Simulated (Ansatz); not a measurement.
# O_As (zinc-blende InAs host)

The numbers are results of PBE, PAW (plane waves to 420 eV; Ansatz, a first-principles code), not measurements. Set-up: 64-site cell; 2×2×2 shifted k-points; start: the As site; no spin–orbit coupling; the functional closes the host's gap; finite-size errors of tenths of an eV.

Neighbours after relaxation, in Å: of the O atom: In 2.37, In 2.37, In 2.37, In 2.37.

Formation energies E_f are those of the neutral cell. Chemical conditions: As-rich (Δμ(As) = 0.00 eV, Δμ(O) = -2.27 eV, bounded by bixbyite In2O3; only phases computed here count, gases as isolated molecules at 0 K); In-rich (Δμ(As) = -0.48 eV, Δμ(O) = -2.59 eV, bounded by bixbyite In2O3; only phases computed here count, gases as isolated molecules at 0 K). Reference phases: As: rhombohedral As, O: O2 molecule in a box.

| charge | moment (μB) | largest move off a lattice site (Å) | E_f, As-rich (eV) | E_f, In-rich (eV) |
|---|---|---|---|---|
| 0† | fractional | 0.31 | 1.74 | 1.58 |

† Not settled in this cell, so no level is given: charge 0: fractional moment.

No other site or start that was run ended lower by more than 0.1 eV.
